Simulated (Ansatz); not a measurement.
Start from SnO$_{2}$ in the rutile structure (space group P4_2/mnm, No. 136).

SnO$_{2}$ is taken in the tetragonal space group P4₂/mnm (No. 136), the rutile structure, Pearson symbol tP6. Conventional cell: a = b = 4.769 Å, c = 3.212 Å, α = β = γ = 90.00°. Sn on 2a has 6 O at 2.066–2.070 Å (octahedral). O on 4f is coordinated by 3 Sn at 2.066–2.070 Å (trigonal planar). (Neighbours: up to the widest gap in distance over summed covalent radii, below 1.35, at either atom; cation-cation and far metal-metal contacts left out.)

Calculations: Ansatz (a program for electronic structure), PBEsol, PAW, cutoff 420 eV, no spin-orbit coupling.

For the base:

| Quantity | Result |
|---|---|
| Lattice parameter a | 4.769 Å |
| Electron mass | 0.17 mₑ along c, 0.19 mₑ across (at Γ) |
| Band gap | 0.92 eV |

It is then changed as follows: a negative pressure, −2 GPa.

Q: What happens to the lattice parameter a, electron mass and band gap?

A: The lattice parameter a grows by 0.022 Å (4.769 Å → 4.791 Å); the electron mass goes from 0.17 mₑ along c, 0.19 mₑ across (at Γ) to 0.16 mₑ along c, 0.18 mₑ across (at Γ); the band gap shrinks by 0.11 eV to 0.81 eV.

Load acts through the strain it causes; cell and atoms are relaxed under it. Masses are band curvatures over ±0.01 Å⁻¹ around the edge. No phonon test of stability was made.
